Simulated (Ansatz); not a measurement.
Given:

```
CELL_PARAMETERS angstrom
      0.00000     2.74710     2.70109
      2.74710     0.00000     2.70109
      2.74710     2.74710     0.00000
ATOMIC_POSITIONS crystal
  Al 0.00000 0.00000 0.00000
  P  0.75000 0.75000 0.75000
```

Level of theory: PBEsol with spin-orbit coupling, rigid bands (plane waves, PAW; Ansatz, a first-principles code). Condition of this run: uniaxial stress zz = 1 GPa (compression positive) (the target of the relaxation). Cell: cell and atoms relaxed with PBEsol, then loaded as said.

### Question
What conductivity effective mass do dilute electrons have at 300 K?

### Answer
0.27 (x), 0.27 (y), 0.69 (z) mₑ.

### Question
Predict the hole conductivity mass (n e² τ/σ) at 300 K, by direction if it differs.

### Answer
0.67 (x), 0.67 (y), 0.60 (z) mₑ.

### Question
And the band gap?

### Answer
1.33 eV at this level; semilocal functionals usually fall short of the measured gap.

Rigid bands, one relaxation time for all states, no polarons.
